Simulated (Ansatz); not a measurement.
Take BAs in the wurtzite structure (space group P6_3mc, No. 186; a = 3.354 Å, c = 5.554 Å; a cell from a computed database, its experimental status unchecked) as the base.

Modification: hydrostatic tension (pressure −1 GPa).

Levels (all Ansatz, a quantum-chemistry and plane-wave program, PAW): PBEsol (420 eV, without spin-orbit coupling); HSE06 (420 eV, no spin-orbit coupling).

The geometry is relaxed with PBEsol.

| Item | Value |
|---|---|
| PBEsol lowest conduction level above the VBM at special points | M 1.03 eV; K 1.22 eV; L 1.67 eV; Γ 2.12 eV |

### Question
What does HSE06 give at this geometry for the lowest conduction level above the VBM at special points?

### Answer
The lowest conduction level above the VBM at special points goes from M 1.03 eV; K 1.22 eV; L 1.67 eV; Γ 2.12 eV to M 1.77 eV; K 1.95 eV; L 2.48 eV; Γ 3.00 eV.

Single points use the geometry relaxed with PBEsol. HSE06 gaps are upper bounds (no full band path). The levels and masses belong to the bands next to the band gap. Load acts through the strain it causes; cell and atoms are relaxed under it. Stability against distortions was not tested. This is not the structure that BAs has at room temperature and ambient pressure.
